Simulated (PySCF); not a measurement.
PySCF 2.14.0, unrestricted WB97X/def2-tzvp, df: Cr(O)3 cation ([O]=[Cr](=[O])=[O]), charge +1, multiplicity 2, 4 atoms. The geometry is a generated start, not checked to be a minimum at this level.

```yaml
task: energy
method: wb97x
basis: def2-tzvp
two_electron_scheme: density fitting
mol.max_memory: 3000 MB
mf.max_cycle: 100
mf.init_guess: minao (default)
mf.DIIS: CDIIS (default)
mf.diis_space: 8 (default)
mf.conv_tol: 1e-09 (default)
mf.grids.level: 3 (default)
basis_functions: 138
grid_points: 63152
```

```xyz
4

Cr     0.1904    -0.1576    -0.2326
O     -1.0831    -1.0313    -0.0216
O     -0.1584     1.2484    -0.8085
O      1.0512    -0.0595     1.0627
```

Charge 1 and multiplicity 2 are set for this test and not shown to be the ground state.

One run each on 2 threads, 1 BLAS thread. Values of level_shift (Hartree) tried: 0 (default), 0.1, 0.3, 1.

### Question
How does the count of Fock builds change with level_shift (Hartree), and where is it least?

### Answer
Fewest Fock builds: 0.1 with 45. The count rises to 60 at 0 (default). The run ends without SCF convergence in 100 cycles at 0.3, 1.

```tsv
level_shift (Hartree)	Fock builds	end
0 (default)	60	same solution
0.1	45	same solution
0.3	101	no convergence
1	101	no convergence
```
